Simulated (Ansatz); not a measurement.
## Lu under a change: biaxial strain +2.51 %, plane normal [001], relaxed out of plane

The parent structure is Lu in the hcp (Mg type) structure (space group P6_3/mmc, No. 194; a = 3.506 Å, c = 5.482 Å; relaxed with 0.1 eV smearing). Axes: x lies along a and z along c of the hexagonal cell.

Perturbation: biaxial strain +2.51 %, plane normal [001], relaxed out of plane (Cartesian); in-plane vectors clamped, the third vector and the atoms free.

Calculations: Ansatz (a program for electronic structure) PBE, scalar-relativistic without spin-orbit coupling. Settings: 19×19×11 k-points, 0.1 eV Fermi–Dirac smearing.

| quantity | base | changed | shift |
|---|---|---|---|
| volume per atom | 29.18 Å³ | 30.32 Å³ | +1.14 Å³ |
| space group | P6_3/mmc (No. 194) | P6_3/mmc (No. 194) | – |
| shortest interatomic distance | 3.407 Å | 3.414 Å | +0.0061 Å |
| band gap | zero | zero | – |
| out-of-plane strain | – | -1.12 % | – |
| ratio −ε⊥/ε∥ | – | 0.45 | – |
| mean in-plane stress (compression positive) | – | -2.5 GPa | – |

Final structure (turned so that z lies along the plane normal):

```yaml
crystal:
  lattice:
    - [3.59417, 0.00000, 0.00000]
    - [1.79708, 3.11264, 0.00000]
    - [0.00000, 0.00000, 5.42078]
  atoms:
    - { symbol: Lu, position: [0.33333, 0.33333, 0.75000] }
    - { symbol: Lu, position: [0.66667, 0.66667, 0.25000] }
```

Cost of the whole job for the changed cell (relaxation, final SCF and bands): about 2.2 core-minutes (a rough figure).

Stability against distortions was not tested.
